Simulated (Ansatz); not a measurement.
Take BeS (space group P6_422, No. 181; a = 3.4236 Å, c = 7.7457 Å; a hypothetical phase, not in the database extracts checked) as the base. Axes: x lies along a and z along c of the hexagonal cell.

The change: biaxial strain +2.01 %, plane normal [001], relaxed out of plane (Cartesian); in-plane vectors clamped, the third vector and the atoms free.

Levels (all Ansatz, a program for electronic structure, PAW): PBEsol (420 eV, scalar-relativistic without spin-orbit coupling); r2SCAN (500 eV, spin-orbit coupling left out).

The geometry is relaxed with PBEsol.

* **PBEsol pressure**: -2.84 GPa
* **PBEsol smallest direct gap**: 3.37 eV
* **PBEsol band gap**: 2.43 eV
* **PBEsol width of the top valence band**: 1.90 eV

What does r2SCAN give at this geometry for the pressure, smallest direct gap, band gap and width of the top valence band?

The pressure goes up by 2.645 GPa, from -2.84 GPa to -0.20 GPa; the smallest direct gap increases by 0.70 eV, from 3.37 eV to 4.07 eV; the band gap goes up by 0.62 eV (2.43 eV → 3.05 eV); the width of the top valence band grows by 0.09 eV (1.90 eV → 1.99 eV).

Single points use the geometry relaxed with PBEsol. Their cutoffs differ, which shifts pressures a little. No phonon test of stability was made. The base started in P3_121 and relaxed to P6_422 at this level.
